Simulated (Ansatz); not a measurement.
BN (model structure, started from the SiC type, P3m1, No. 156, 20 atoms in the cell): properties by level of theory

```json
[
 {"level (code)": "LDA (Ansatz)", "lattice parameter a (Å)": "2.528", "lattice parameter c (Å)": "20.753", "cohesive energy (eV/atom)": "8.05"},
 {"level (code)": "PBE (Ansatz)", "lattice parameter a (Å)": "2.560", "lattice parameter c (Å)": "21.004", "cohesive energy (eV/atom)": "6.93"},
 {"level (code)": "PBEsol (Ansatz)", "lattice parameter a (Å)": "2.546", "lattice parameter c (Å)": "20.896", "cohesive energy (eV/atom)": "7.40"},
 {"level (code)": "PBE-D3(BJ) (Ansatz)", "lattice parameter a (Å)": "2.547", "lattice parameter c (Å)": "20.899", "cohesive energy (eV/atom)": "7.14"},
 {"level (code)": "r²SCAN (Ansatz)", "lattice parameter a (Å)": "2.549", "lattice parameter c (Å)": "20.918", "cohesive energy (eV/atom)": "6.80"}
]
```

Ansatz's density-functional and Hartree–Fock values are scalar-relativistic unless marked +SOC, with PAW data made under PBE.

Free atoms are spin-polarised, in the lowest state found; at levels without +SOC their spin–orbit coupling is left out.

Computed values are for the static lattice.

A model structure was made by putting elements into a prototype or built by hand; it is no filed structure, need not be a known phase, and can be a saddle point held by its symmetry.

Ansatz is a quantum-chemistry and plane-wave program.
